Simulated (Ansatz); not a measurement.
Data:

End structure of HF on the 1x1 (110) surface of bcc Ta, one in a 2x2 cell, started at the site 'bridge Ta-Ta (span 3.3 Å)':

```xyz
18
Lattice="5.7487 0.0000 0.0000 -1.9162 5.4200 0.0000 0.0000 0.0000 26.5000" Properties=species:S:1:pos:R:3 pbc="T T T"
Ta     0.9581     1.3550     9.8356
Ta     0.0000     4.0650     9.8356
Ta     3.8325     1.3550     9.8356
Ta     2.8744     4.0650     9.8356
Ta     0.0000     0.0000    12.0695
Ta    -0.9581     2.7100    12.0695
Ta     2.8744     0.0000    12.0695
Ta     1.9162     2.7100    12.0695
Ta     0.9571     1.3548    14.4033
Ta    -0.0049     4.0728    14.3889
Ta     3.8404     1.3535    14.3891
Ta     2.8758     4.0680    14.3841
Ta    -0.0079    -0.0109    16.7157
Ta    -0.9474     2.7232    16.5893
Ta     2.8795     0.0161    16.5897
Ta     1.9296     2.7317    16.5825
F      0.2984     0.4444    19.0236
H      0.8275     1.1941    18.6123
```

Model: 18-atom slab, 6.8 Å thick at the start under the adsorbate (thin: gaps and levels are the slab's own), 5x5x1 mesh, Fermi-Dirac 0.1 eV, dipole correction, 8 atoms held, the rest relaxed; no symmetry held; no spin, no spin-orbit, no U. At the end it is bonded to Ta. In D3-corrected PBE it is, or lies within 0.03 eV of, the lowest of the starts that converged.

A negative adsorption energy means that the adsorbate is more stable on the surface than in its reference.

Problem. Give the work function of the top face at the level PBE with D3(BJ) dispersion (Ansatz, a quantum-chemistry and plane-wave program).

Solution. 4.89 eV

Problem. Give the adsorption energy against HF(g) at the level PBE with D3(BJ) dispersion.

Solution. -406 meV

Problem. What change of the step from the bottom to the top vacuum level, against the clean slab does PBE with D3(BJ) dispersion give?

Solution. 0.14 eV

Problem. What change of the work function does PBE with D3(BJ) dispersion give?

Solution. 0.13 eV
